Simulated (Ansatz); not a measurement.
Abridged Ansatz (an electronic-structure program) output:

```
Pseudopotential: Sb, paw, valence charge 15
Pseudopotential: Pd, paw, valence charge 18
Crystal: 12 atoms, lattice volume = 270.148 Å³
Basis set: ecut = 420 eV, 5257 PW (Γ), exchange–correlation on 90×90×90 points (8 copies of the dense FFT grid, shifted against one another)
Bands: 108, of which v1, the nominal top of the filled ones, is band 96 counted from 1 (95 counted from 0)
Symmetry: 24 space group operations
k-points: 24 of 216
Functional: x = pbesol(κ = 0.804, μ = 0.12345679012345678), c = pbesol(β = 0.046)
SCF iter   1: F=—  HF=-78895.828770 eV  |F-HF|=—  |Δ(HF+E_count)|=         —  Δρ=8.32e-3  dr2=2.34e-1  ethr=1.77e-3  ⟨swp⟩=5.9  Hψ=9573  notcnv=0  defer=5
SCF iter   2: F=—  HF=-78895.794244 eV  |F-HF|=—  |Δ(HF+E_count)|=   3.45e-2  Δρ=3.03e-3  dr2=3.49e-2  ethr=1.22e-4  ⟨swp⟩=2.0  Hψ=3296  notcnv=0  defer=79
SCF 1 converged in 9 iterations: F = -78895.789077 eV  dr2 = 1.83e-10
SCF converged after 9 iterations
Free energy (F): -78895.789077 eV
Internal energy: -78895.758133 eV  (E = F + TS)
E sigma→0 (E₀):  -78895.773605 eV
Entropy (-TS):   -0.030943 eV (-2.579 meV/atom)
Fermi energy:    13.412230 eV
--- Forces (eV/Å), atoms counted from 1 ---
  atom   1  Sb     0.00095427     0.00095427     0.00095427
  atom   2  Sb    -0.00095427    -0.00095427    -0.00095427
  atom   3  Sb    -0.00095427    -0.00095427     0.00095427
  atom   4  Sb     0.00095427     0.00095427    -0.00095427
  atom   5  Sb     0.00095427    -0.00095427    -0.00095427
  atom   6  Sb    -0.00095427     0.00095427     0.00095427
  atom   7  Sb    -0.00095427     0.00095427    -0.00095427
  atom   8  Sb     0.00095427    -0.00095427     0.00095427
  atom   9  Pd     0.00000000    -0.00000000    -0.00000000
  atom  10  Pd     0.00000000    -0.00000000     0.00000000
  atom  11  Pd     0.00000000     0.00000000    -0.00000000
  atom  12  Pd     0.00000000    -0.00000000     0.00000000
--- Stress (GPa, compression-positive) ---
        0.007065      -0.000000       0.000000
       -0.000000       0.007065       0.000000
        0.000000       0.000000       0.007065
  P = ⅓ Tr σ = 0.0071 GPa (0.071 kbar)
```

Task: What was computed, and what are the main results?

Result: PdSb2, 12 atoms in the cell, with PBEsol in Ansatz (plane waves to 420 eV, PAW, no spin-orbit coupling). The last SCF converged to F = -78895.789077 eV, or -6574.6491 eV per atom, at a pressure of 0.01 GPa. The total energy compares only with runs of the same code, potentials and settings.

No phonon test of stability was made. The final runs are not spin-polarised. The cell is PdSb2 (space group Pa-3, No. 205).
